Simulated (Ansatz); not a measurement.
The parent structure is InP in the zinc blende structure (space group F-43m, No. 216; a = 5.827 Å). Axes: x, y, z lie along the cube axes.

Level of theory: Ansatz (a program for electronic structure), LDA, PAW, cutoff 420 eV, scalar-relativistic without spin-orbit coupling.

Strains are applied to the cell and any free atomic positions relax; under biaxial strain the out-of-plane vector relaxes too.

One change was made to it. Results:

```json
[
 {"quantity": "valley order (the lowest conduction-band minima on the path, energy above the VBM, named in the base's zone)", "base": "Γ 0.58 eV; L along ⟨111⟩ 1.35 eV; X along ⟨100⟩ 1.57 eV", "after": "Γ 0.60 eV; L along [1-11] 1.19 eV; X along [100] 1.32 eV; L along [111] 1.70 eV"},
 {"quantity": "energy relative to the base (free energy F)", "base": "0 meV/atom", "after": "+15 meV/atom"},
 {"quantity": "electron mass", "base": "0.046 mₑ (at Γ)", "after": "0.056 mₑ (at Γ)"}
]
```

Q: What was done to the base?
A. biaxial strain −1.67 %, plane normal [111], relaxed out of plane
B. biaxial strain −1.25 %, plane normal [111], relaxed out of plane
C. biaxial strain −0.83 %, plane normal [111], relaxed out of plane
D. biaxial strain −2.50 %, plane normal [111], relaxed out of plane

A: D, biaxial strain −2.50 %, plane normal [111], relaxed out of plane. For comparison, the valley order in the other runs: biaxial strain −1.67 %, plane normal [111], relaxed out of plane gives Γ 0.61 eV; L along [1-11] 1.25 eV; X along [100] 1.43 eV; L along [111] 1.58 eV; biaxial strain −0.83 %, plane normal [111], relaxed out of plane gives Γ 0.60 eV; L along [1-11] 1.30 eV; L along [111] 1.46 eV; X along [100] 1.51 eV; biaxial strain −1.25 %, plane normal [111], relaxed out of plane gives Γ 0.61 eV; L along [1-11] 1.28 eV; X along [100] 1.47 eV; L along [111] 1.52 eV.

The levels and masses belong to the bands next to the band gap. Masses are band curvatures over ±0.01 Å⁻¹ around the edge. Stability against distortions was not tested.
